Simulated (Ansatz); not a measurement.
An Ansatz (a first-principles code) run: CsPbBr3 with a change (pressure 5 GPa); LDA (Ansatz; PAW; 420 eV plane waves; scalar-relativistic without spin-orbit coupling).

Input:

Ansatz 0.2 input:
```yaml
crystal:
  lattice:
    - [5.5913408196, 0, 0]
    - [0, 5.5913408196, 0]
    - [0, 0, 5.5913408196]
  atoms:
    - { symbol: Cs, position: [0, 0, 0] }
    - { symbol: Pb, position: [0.5, 0.5, 0.5] }
    - { symbol: Br, position: [0.5, 0, 0.5] }
    - { symbol: Br, position: [0, 0.5, 0.5] }
    - { symbol: Br, position: [0.5, 0.5, 0] }
basis: { ecutwfc: 420, ecutrho_ratio: 4, xc_grid: 2, fft_grid_basis: typed }
kpoints: { mp_grid: { grid: [6, 6, 6] } }
hamiltonian:
  xc: lda
  dispersion: none
  pseudopotentials: { kind: paw }
scf: { occupations: { method: fermi_dirac, width: 0.05 } }
relax: { f_tol: 0.01, max_steps: 60, cell: { stress_tol: 0.02, p_target: 5.0 } }
output: { forces: true, stress: true }
checkpoint: { write: state.ck, write_every: 1000 }
```

Output (explanatory and most iteration lines left out):

```
Relaxation: its limit of steps is 60 (relax.max_steps)
Pseudopotential: Cs, paw, valence charge 9
Pseudopotential: Pb, paw, valence charge 14
Pseudopotential: Br, paw, valence charge 7
Crystal: 5 atoms, lattice volume = 174.803 Å³
Basis set: ecut = 420 eV, 3407 PW (Γ), exchange–correlation on 80×80×80 points (8 copies of the dense FFT grid, shifted against one another)
Bands: 27, of which v1, the nominal top of the filled ones, is band 22 counted from 1 (21 counted from 0)
Symmetry: 48 space group operations
Space group: Pm-3m (ITA 221), of the structure as read, at distance tolerance 5.6e-5 Å
k-points: 20 of 216
Functional: x = slater, c = lda
SCF iter   1: F=—  HF=-25194.809492 eV  |F-HF|=—  |Δ(HF+E_count)|=         —  Δρ=4.10e-3  dr2=1.94e-2  ethr=1.77e-3  ⟨swp⟩=8.0  Hψ=2989  notcnv=0
SCF iter   2: F=—  HF=-25194.806029 eV  |F-HF|=—  |Δ(HF+E_count)|=   3.46e-3  Δρ=2.10e-3  dr2=5.52e-3  ethr=4.42e-5  ⟨swp⟩=2.3  Hψ=1066  notcnv=0  defer=1
SCF 1 converged in 6 iterations: F = -25194.804823 eV  dr2 = 9.59e-9
relax step   1: F+E_penalty+E_count = -25194.80482319 eV  Δ(F+E_penalty+E_count) = +0.000e0 eV  max|allowed force component| = 1.082e-29 eV/Å  Δτ_max = 0.0000 Å  P = +3.009 GPa  Ω = 174.803 Å³  (6 SCF iters, dr2 threshold 1.00e-7 eV, accepted)
[... steps on the carried basis left out ...]
relax step   4: F+E_penalty+E_count = -25194.61092595 eV  Δ(F+E_penalty+E_count) = +9.832e-4 eV  max|allowed force component| = 4.644e-29 eV/Å  Δτ_max = 0.0000 Å  P = +4.984 GPa  Ω = 166.954 Å³  stress off target by 1.58e-2 GPa  SCF on the basis re-selected at this cell (its energy is not comparable with the rows above)  (5 SCF iters)
SCF converged after 5 iterations
Free energy (F): -25194.610926 eV
Internal energy: -25194.610781 eV  (E = F + TS)
E sigma→0 (E₀):  -25194.610853 eV
Entropy (-TS):   -0.000145 eV (-0.029 meV/atom)
Fermi energy:    6.767429 eV
--- Forces (eV/Å), atoms counted from 1 ---
  atom   1  Cs     0.00000000     0.00000000    -0.00000000
  atom   2  Pb    -0.00000000    -0.00000000     0.00000000
  atom   3  Br    -0.00000000    -0.00000000     0.00000000
  atom   4  Br     0.00000000    -0.00000000     0.00000000
  atom   5  Br    -0.00000000     0.00000000    -0.00000000
--- Stress (GPa, compression-positive) ---
        4.984242      -0.000000      -0.000000
       -0.000000       4.984242      -0.000000
       -0.000000      -0.000000       4.984242
  P = ⅓ Tr σ = 4.9842 GPa (49.842 kbar)
--- Relaxed structure (3 steps of the walk, 3 accepted, 1 SCFs on fresh bases) ---
  cell:  # Å, volume = 166.9539 Å³
    - [5.506371320792736, -4.975319023000359e-34, -1.5407439555097887e-33]
    - [-4.975319023000359e-34, 5.506371320792736, -1.6049416203226965e-35]
    - [-1.5407439555097887e-33, -1.6049416203226965e-35, 5.506371320792736]
  atoms:
    - { symbol: Cs, position: [-7.922319556272969e-35, 1.722243381807426e-36, 8.467696627176203e-36] }
    - { symbol: Pb, position: [0.5000000000000001, 0.5000000000000001, 0.5000000000000001] }
    - { symbol: Br, position: [0.5000000000000001, 2.439844790895374e-36, 0.5000000000000001] }
    - { symbol: Br, position: [1.8370596072509858e-35, 0.5000000000000001, 0.5000000000000001] }
    - { symbol: Br, position: [0.5000000000000001, 0.5000000000000001, -3.013925918147485e-36] }
```

With Pb present, leaving out spin-orbit coupling can change the band edges. Load acts through the strain it causes; cell and atoms are relaxed under it. No phonon test of stability was made. No other phases were tried under pressure. The cell was made from CsPbBr3 in the cubic perovskite structure (space group Pm-3m, No. 221) by this change: pressure 5 GPa. Many cubic perovskites are stable only at high temperature; tilts and polar distortions were not tested. This is not the structure that CsPbBr3 has at room temperature and ambient pressure.
